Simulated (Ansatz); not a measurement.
# Response to strain in Cs2AgBiBr6

Take Cs$_{2}$AgBiBr$_{6}$ (space group Fm-3m, No. 225) as the base.

Space group Fm-3m (No. 225); a = b = c = 10.996 Å, α = β = γ = 90.00°

```csv
atom,site,symmetry,x,y,z
Bi,4a,m-3m,0.0000,0.0000,0.0000
Ag,4b,m-3m,0.5000,0.5000,0.5000
Cs,8c,-43m,0.2500,0.2500,0.2500
Br,24e,4m.m,0.0000,0.0000,0.2555
```
(The calculation used a cell of 10 atoms; values per cell refer to that cell.)

Strains are applied to the cell and any free atomic positions relax.

Calculations: Ansatz (an electronic-structure program), LDA, PAW, cutoff 420 eV, no spin-orbit coupling.

Candidates:
(a) isotropic strain −1.50 %
(b) isotropic strain −3.00 %
(c) isotropic strain −0.75 %
(d) isotropic strain −2.25 %

Before the change:

* **Band gap**: 0.94 eV

Question: Order them by band gap, lowest first.

Answer: (b) isotropic strain −3.00 % (0.78 eV), (d) isotropic strain −2.25 % (0.82 eV), (a) isotropic strain −1.50 % (0.86 eV), (c) isotropic strain −0.75 % (0.90 eV)

With Bi present, leaving out spin-orbit coupling can change the band edges. Whether these cells are dynamically stable was not tested.
